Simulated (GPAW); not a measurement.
Band structure of BiN (P1, 4 atoms in the cell).

```
BiN
1.0
    3.61375     0.00000     0.00000
    0.34592     3.64429     0.00000
    0.07680    -0.00192     5.31776
Bi N
2 2
Direct
  0.64966   0.90401   0.96119
  0.10100   0.35162   0.45974
  0.69303   0.94959   0.54568
  0.06529   0.29865   0.04431
```

Computed with LDA (Perdew-Wang 92), GPAW PAW datasets LDA (gpaw-data 1.0.1) (plane waves; GPAW).

Settings: mode = pw; ecut = 900 eV; xc = LDA; kpts = 5 5 3; mesh shift (steps) = 0 0 0; occupations.name = fermi-dirac; occupations.width = 0.05 eV; nbands = -6; convergence.density = 1e-05 e/electron; convergence.bands = -4; symmetry.symmorphic = false; symmetry.tolerance = 0.0005; maxiter = 100; bandpath_npoints = 40.

The starting cell comes from a database of computed structures (which also holds hypothetical and non-ambient phases and stackings), without a prior relaxation at this level. Its lattice was rescaled by a random factor within 2.5 % of one. Spin-orbit coupling is off.

Task: Predict the gap along the standard path and the places of the band edges.

Result: The gap along the path is 0.95 eV, from Y|L to M|R; the smallest direct gap on it is 1.23 eV.

Levels in eV from the top of the valence band on the SCF mesh, bands 17 to 24:
| point | 17 | 18 | 19 | 20 | 21 | 22 | 23 | 24 |
|---|---|---|---|---|---|---|---|---|
| X | -2.83 | -2.82 | -1.97 | -1.94 | 2.93 | 3.01 | 3.61 | 3.73 |
| Γ | -3.46 | -2.06 | -1.94 | -1.70 | 3.63 | 4.07 | 4.54 | 5.65 |
